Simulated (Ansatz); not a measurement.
**Carrier properties of GaP under load (space group I-4m2)**

Given:

```yaml
crystal:
  lattice:
    - [0.00000, 2.70781, 2.75731]
    - [2.70781, 0.00000, 2.75731]
    - [2.70781, 2.70781, 0.00000]
  atoms:
    - { symbol: Ga, position: [0.00000, 0.00000, 0.00000] }
    - { symbol: P, position: [0.25000, 0.25000, 0.25000] }
```

Calculation: r2SCAN with spin-orbit coupling, rigid bands (plane waves, PAW; Ansatz, a quantum-chemistry and plane-wave program). Condition of this run: uniaxial stress along [001] of -1.4 GPa (compression positive) (the target of the relaxation). Cell: cell and atoms relaxed with PBEsol, then loaded as said.

```
Item                                                                                                                                                               Value
---------------------------------------------------------------------------------------------------------------------------------------  -------------------------------
band gap                                                                                                                                                         1.73 eV
electron conductivity mass (300 K, dilute)                                                                                               0.41 (x), 0.41 (y), 0.25 (z) mₑ
hole conductivity mass (300 K, dilute)                                                                                                   0.40 (x), 0.40 (y), 0.49 (z) mₑ
effective density of states N_c (300 K)                                                                                                                      2.5e19 cm⁻³
effective density of states N_v (300 K)                                                                                                                      1.1e19 cm⁻³
density-of-states mass, electrons                                                                                                                                0.99 mₑ
density-of-states mass, holes                                                                                                                                    0.59 mₑ
Seebeck coefficient, n-type 1e19 cm⁻³, 300 K                                                                                                                   -292 μV/K
Seebeck coefficient, p-type 1e19 cm⁻³, 300 K                                                                                                                    288 μV/K
best p-type power factor at 300 K for τ = 10 fs (best axis; densities from 1e16 to 1e21 cm⁻³ tried, whether or not they can be reached)     13.8 μW/(cm·K²) at 3e20 cm⁻³
```

Rigid bands; masses and Seebeck coefficients take one relaxation time τ for all states and one kind of carrier; polarons and phonon drag are left out. Geometry: cell and atoms relaxed with PBEsol.
